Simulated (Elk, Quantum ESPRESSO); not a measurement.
A Quantum ESPRESSO input for a self-consistent single point of Na₂S (Fm-3m, 3 atoms in the cell) (DFT, PBE, plane waves, SSSP 1.1.2 efficiency (PBE) pseudopotentials):

```fortran
&control
  calculation = 'scf'
  outdir = './work'
  pseudo_dir = './'
  tprnfor = .true.
  tstress = .true.
/
&system
  ibrav = 2
  celldm(1) = 12.03442603
  nat = 3
  ntyp = 2
  ecutwfc = 40
  ecutrho = 320
  occupations = 'fixed'
  nbnd = 16
/
&electrons
  conv_thr = 1e-8
  mixing_beta = 0.5
/
ATOMIC_SPECIES
Na    22.9898  na_pbe_v1.5.uspp.F.UPF
S     32.0600  s_pbe_v1.4.uspp.F.UPF
ATOMIC_POSITIONS crystal
Na    0.25000000    0.25000000    0.25000000
Na    0.75000000    0.75000000    0.75000000
S     0.00000000    0.00000000    0.00000000
K_POINTS automatic
5 5 5  0 0 0
```

Problem. Give the Elk input for the same structure, mesh, smearing and functional.

Solution. This is the input that was run; spellings and numerical settings could be chosen otherwise.

```
tasks
  0

xctype
  20

rgkmax
  8.0

gmaxvr
  14.0

nxlo
  2

lorbcnd
  .true.

lmaxi
  2

stype
  0

swidth
  0.0001

maxscl
  100

scale
  8.509624252

avec
    0.0000000000    0.7071067812    0.7071067812
    0.7071067812    0.0000000000    0.7071067812
    0.7071067812    0.7071067812    0.0000000000

sppath
  './'

atoms
  2
  'Na.in'
  2
  0.2500000000  0.2500000000  0.2500000000    0.0 0.0 0.0
  0.7500000000  0.7500000000  0.7500000000    0.0 0.0 0.0
  'S.in'
  1
  0.0000000000  0.0000000000  0.0000000000    0.0 0.0 0.0

ngridk
  5 5 5
```

Basis settings and potentials, where a program has them, do not carry over. This input uses DFT, PBE, all-electron FP-LAPW, Elk's shipped species files, APW+lo basis with extra local orbitals. Both were run: gap on the mesh 2.761 eV in Quantum ESPRESSO and 2.739 in Elk.

On Quantum ESPRESSO: the starting cell comes from a database of computed structures (which also holds hypothetical and non-ambient phases and stackings), without a prior relaxation at this level. For this run, on top of that: lattice scaled by 0.98. With a pressure of about 3 GPa the cell is away from its equilibrium volume at this level.

On Elk: the starting cell comes from a database of computed structures (which also holds hypothetical and non-ambient phases and stackings), without a prior relaxation at this level. For this run, on top of that: lattice scaled by 0.98. Values depend on the basis (sphere radii, cutoffs, local orbitals), which need not be converged.
